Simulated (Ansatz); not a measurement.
This Ansatz (an electronic-structure program) input is the reference run, CdS in the zinc blende structure (space group F-43m, No. 216), computed with PBEsol (Ansatz), no SOC:

Ansatz 0.2 input:
```yaml
crystal:
  lattice:
    - [0, 2.9121226269, 2.9121226269]
    - [2.9121226269, 0, 2.9121226269]
    - [2.9121226269, 2.9121226269, 0]
  atoms:
    - { symbol: Cd, position: [0, 0, 0] }
    - { symbol: S, position: [0.25, 0.25, 0.25] }
basis: { ecutwfc: 420, ecutrho_ratio: 4, xc_grid: 2, fft_grid_basis: typed }
kpoints: { mp_grid: { grid: [10, 10, 10] } }
hamiltonian:
  xc: pbesol
  dispersion: none
  pseudopotentials: { kind: paw }
scf: { occupations: { method: fermi_dirac, width: 0.05 }, convergence: { dr2_threshold: 0.0000000002 } }
output: { forces: true, stress: true }
checkpoint: { write: state.ck, write_every: 1000 }
```

Question: Write the input for this change: tensor shear ε_xy = +2.00 % (engineering shear γ = 0.0400), atoms relaxed at fixed cell.

Answer: 
Ansatz 0.2 input:
```yaml
crystal:
  lattice:
    - [0.0582424525, 2.9121226269, 2.9121226269]
    - [2.9121226269, 0.0582424525, 2.9121226269]
    - [2.9703650794, 2.9703650794, 0]
  atoms:
    - { symbol: Cd, position: [0, 0, 0] }
    - { symbol: S, position: [0.25, 0.25, 0.25] }
basis: { ecutwfc: 420, ecutrho_ratio: 4, xc_grid: 2, fft_grid_basis: typed }
kpoints: { mp_grid: { grid: [10, 10, 10] } }
hamiltonian:
  xc: pbesol
  dispersion: none
  pseudopotentials: { kind: paw }
scf: { occupations: { method: fermi_dirac, width: 0.05 }, convergence: { dr2_threshold: 0.0000000002 } }
relax: { f_tol: 0.005, max_steps: 50 }
output: { forces: true, stress: true }
checkpoint: { write: state.ck, write_every: 1000 }
```
This is the input that was run.

The cells carry an imposed strain or load. Stability against distortions was not tested.
